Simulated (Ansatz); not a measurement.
The reference is Na2Te in the anti-fluorite structure (space group Fm-3m, No. 225; a = 7.2460 Å). Axes: x, y, z lie along the cube axes.

The values are results of PBEsol/PAW in Ansatz (an electronic-structure program), no spin-orbit coupling, not measurements.

Before the change:

| Quantity | Value |
|---|---|
| Valence-band top at Γ | 0.00, 0.00, 0.00 eV |
| Valley order | Γ 2.02 eV; X along ⟨100⟩ 2.94 eV |

Now apply this change: compressive biaxial strain of 0.42 % in the plane normal to [111], as in epitaxy on a mismatched substrate; the out-of-plane cell vector and the atoms relax.

What happens to the valence-band top at Γ?

The valence-band top at Γ (three highest levels, from the VBM) becomes 0.00, 0.00, -0.02 eV (base: 0.00, 0.00, 0.00 eV).

Estimate the effect on the valley order.

The valley order (the lowest conduction-band minima on the path, energy above the VBM, named in the base's zone) goes from Γ 2.02 eV; X along ⟨100⟩ 2.94 eV to Γ 2.03 eV; X along [010] 2.93 eV.

With Te present, leaving out spin-orbit coupling can change the band edges. The levels and masses belong to the bands next to the band gap. Stability against distortions was not tested.
